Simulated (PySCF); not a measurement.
PySCF 2.14.0, R2SCAN/def2-svp, df: Au(Cl)(CO) ([O+]#[C-]->[Au][Cl]), 4 atoms. The geometry is a generated start, not checked to be a minimum at this level.

| Quantity | Result |
|---|---|
| task | energy |
| method | r2scan |
| basis | def2-svp |
| two-electron scheme | density fitting |
| mol.max_memory | 3000 MB |
| mf.max_cycle | 100 |
| mf.init_guess | minao (default) |
| mf.DIIS | CDIIS (default) |
| mf.diis_space | 8 (default) |
| mf.conv_tol | 1e-09 (default) |
| mf.grids.level | 3 (default) |
| effective core potentials | those of the basis set, past Kr |
| basis functions | 78 |
| grid points | 71392 |

```xyz
4

Au    -0.0269     0.4900    -0.4407
Cl    -0.2714     2.0899    -1.8932
O      0.1688    -1.7124     1.5430
C      0.1295    -0.8676     0.7909
```

Charge 0 and multiplicity 1 are set for this test and not shown to be the ground state.

One run each on 2 threads, 1 BLAS thread. Values of level_shift (Hartree) tried: 0 (default), 0.1, 0.3, 1.

Problem. How does the count of Fock builds change with level_shift (Hartree), and where is it least?

Solution. Fewest Fock builds, within one of each other: 0 (default) with 16, 0.1 with 15. The count rises to 57 at 1. All converge to one solution.

```json
[
 {"level_shift (Hartree)": "0 (default)", "Fock builds": "16", "end": "same solution"},
 {"level_shift (Hartree)": "0.1", "Fock builds": "15", "end": "same solution"},
 {"level_shift (Hartree)": "0.3", "Fock builds": "17", "end": "same solution"},
 {"level_shift (Hartree)": "1", "Fock builds": "57", "end": "same solution"}
]
```
